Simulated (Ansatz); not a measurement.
An Ansatz (a quantum-chemistry and plane-wave program) input (DFT with r2SCAN, PAW potentials and a 500 eV plane-wave cutoff in Ansatz, no spin-orbit coupling):

Ansatz 0.2 input:
```yaml
crystal:
  lattice:
    - [0, 2.9388747314, 2.9388747314]
    - [2.9388747314, 0, 2.9388747314]
    - [2.9388747314, 2.9388747314, 0]
  atoms:
    - { symbol: S, position: [0.25, 0.25, 0.25] }
    - { symbol: Cd, position: [0, 0, 0] }
basis: { ecutwfc: 500, ecutrho_ratio: 4, xc_grid: 4, fft_grid_basis: typed }
kpoints: { mp_grid: { grid: [10, 10, 10] } }
hamiltonian:
  xc: r2scan
  dispersion: none
  pseudopotentials: { kind: paw }
scf: { occupations: { method: fermi_dirac, width: 0.05 }, convergence: { dr2_threshold: 0.0000000002 } }
output: { forces: true, stress: true }
```

### Question
Which symmetry and how many k-points will the program report, and about how many plane waves at Γ?

### Answer
Space group F-43m (ITA 216) with 24 operations, k-points 47 of 1000, and 1243 plane waves at Γ.

Whether these cells are dynamically stable was not tested. The cell is CdS in the zinc blende structure (space group F-43m, No. 216).
